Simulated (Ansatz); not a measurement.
The starting structures come from a database of crystals and need not be the phases stable at ambient conditions.

Tunnelling through a barrier is set by its complex band structure: the current falls as exp(−2κd) with the smallest κ.

```
CELL_PARAMETERS angstrom
      2.69349     0.00000     0.00000
      0.00000     4.23317     0.00000
      0.00000     0.00000     4.10617
ATOMIC_POSITIONS crystal
  Si 0.50000 0.50000 0.50000
  Si 0.00000 0.00000 0.00000
  O  0.00000 0.69316 0.69316
  O  0.00000 0.30684 0.30684
  O  0.50000 0.19316 0.80684
  O  0.50000 0.80684 0.19316
```

Space group of this cell: Pnnm. The cell is strained (lengths along the current scaled by 0.97, ions clamped); by r2SCAN its mean pressure is -0.7 GPa.

Transport runs along the normal of the first two printed cell vectors.

No gap correction and no spin-orbit coupling; mid-gap values are interpolated between computed energies.

Compute, with Ansatz (a program for electronic structure) with r2SCAN, the band gap and the smallest decay constant κ at mid-gap.

Gap 6.44 eV on a 12×8×8 mesh; κ = 0.435 1/Å, at the zone centre.
